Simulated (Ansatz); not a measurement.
A self-consistent single point of Mn₃GaC (P4mm, 5 atoms in the cell) with Ansatz (a program for electronic structure).

Level of theory: PBEsol, default PAW files made with PBE (plane waves; Ansatz).

```
CELL_PARAMETERS angstrom
      3.96481     0.00000     0.00000
      0.00000     3.96481     0.00000
      0.00000     0.00000     3.96481
ATOMIC_POSITIONS crystal
  Mn 0.01261 0.50000 0.50000
  Mn 0.50000 0.00000 0.50000
  Mn 0.50000 0.50000 0.00000
  Ga 0.00000 0.00000 0.00000
  C  0.50000 0.50000 0.50000
```
Moments meant for the start (each program seeds them in its own way; μB, in the order of the atoms Mn Mn Mn Ga C): 4.0 4.0 4.0 0.0 0.0.

Reference input (self-consistent single point, DFT, PBEsol, plane waves, default PAW files made with PBE): basis.ecutwfc = 420 eV; kpoints.mp_grid.grid = 7 7 7; hamiltonian.xc = pbesol; hamiltonian.pseudopotentials = {kind: paw} (the program's default PAW files); magnetization.spin_polarized = true; scf.occupations.method = gaussian; scf.occupations.width = 0.1 eV. This run's input differs from it in these lines:

Ansatz 0.2 input:
```diff
@@ -15,3 +15,3 @@
 kpoints:
-  mp_grid: { grid: [7, 7, 7] }
+  mp_grid: { grid: [6, 6, 6] }
 hamiltonian:
```

Output (repeated stretches shortened):

```
SCF iter   1: F=—  HF=-15597.109322 eV  |F-HF|=—  |Δ(HF+E_count)|=         —  Δρ=1.40e-1 (↑1.40e-1 ↓9.15e-2)  dr2=5.36e0  dr2_m=7.02e0  M=6.878 μB ∫|m|=7.479 μB  β_m=0.30  ethr=3.10e-3  ⟨swp⟩=5.7  Hψ=11767  notcnv=0  defer=14
Mixer restart at iter 1: flushing history
all-band conjugate gradients solve this SCF's bands
preconditioner: auto → Kerker (q_TF=auto, 2.726 Å⁻¹)
   [... lines left out ...]
SCF iter  14: F=—  HF=-15596.232605 eV  |F-HF|=—  |Δ(HF+E_count)|=   5.99e-8  Δρ=8.83e-6 (↑8.83e-6 ↓4.66e-6)  dr2=8.39e-8  dr2_m=7.03e-9  M=6.226 μB ∫|m|=7.095 μB  β_m=0.85  ethr=7.32e-10  ⟨swp⟩=2.5  Hψ=5230  notcnv=0  defer=360
SCF iter  15: F=-15596.232605 eV  HF=-15596.232605 eV  |F-HF|=6.66e-8  |Δ(HF+E_count)|=   4.64e-8  Δρ=6.26e-6 (↑6.26e-6 ↓4.76e-6)  dr2=7.71e-8  dr2_m=5.76e-10  M=6.226 μB ∫|m|=7.096 μB  ethr=1.35e-10  ⟨swp⟩=8.1  Hψ=14396  notcnv=0
SCF 1 converged in 15 iterations: F = -15596.232605 eV  dr2 = 7.71e-8
   [... lines left out ...]
WARN: an SCF from ferrimagnetic starting moments (4.00, -4.00, 4.00, 0.00, 0.00 Bohr magnetons, atom by atom) was not made, by what the run has read of turns …
Absolute magnetization: 7.0845 μB (∫|ρ↑−ρ↓|, with the PAW one-centre terms)
Free energy (F): -15596.232605 eV
Fermi energy:    14.506800 eV
   [... lines left out ...]
  atom   5  C      0.55958709    -0.00000000     0.00000000
--- Stress (GPa, compression-positive) ---
      -20.662837      -0.000000       0.000000
       -0.000000     -20.800537       0.000000
        0.000000       0.000000     -20.800537
  P = ⅓ Tr σ = -20.7546 GPa (-207.546 kbar)
  The stress holds the Pulay correction. Without it, at fixed plane waves, as pw.x and ABINIT print it: P = -20.8771 GPa
```

The run converged in 15 iterations. Against the reference run the free energy is nearly the same (within 1 meV/atom), the pressure goes from -21.05 to -20.75 GPa, the largest force hardly changes (0.834 to 0.838 eV/Å) and the size of the net moment moves little (1.23 to 1.25 μB/atom).

The starting cell comes from a database of computed structures (which also holds hypothetical and non-ambient phases and stackings), without a prior relaxation at this level. Its lattice was rescaled by up to half a per cent. One atom was moved a little off its site on purpose. The magnetic order is the one reached from the typed start; others were not searched systematically. The program warned that, by what it read of turns of the moments, another magnetic order lies lower. With a pressure of about -21 GPa the cell is away from its equilibrium volume at this level. Ansatz's pressure includes its estimate of the finite-basis (Pulay) stress.
